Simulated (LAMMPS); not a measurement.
Molecular dynamics of a symmetric tilt boundary about [001] in Si (diamond structure), boundary plane (410).

Model: classical MD, pair style sw, file Si.sw (LAMMPS).

Σ17, energy 0.85 J/m² at 0 K; heated in steps, 60 ps sampled at each, free outer surfaces; steps at which the grains lost their order are left out.

| T (K) | disordered width (Å) | disordered share in the grains |
|---|---|---|
| 844 | 3.6 | 0.00 |
| 1181 | 4.1 | 0.00 |
| 1350 | 4.2 | 0.00 |
| 1518 | ? | 0.01 |
| 1636 | ? | 0.01 |

**Question.** Complete the blanks.

**Answer.** 
- 1636, disordered width (Å): 5.1
- 1518, disordered width (Å): 4.7
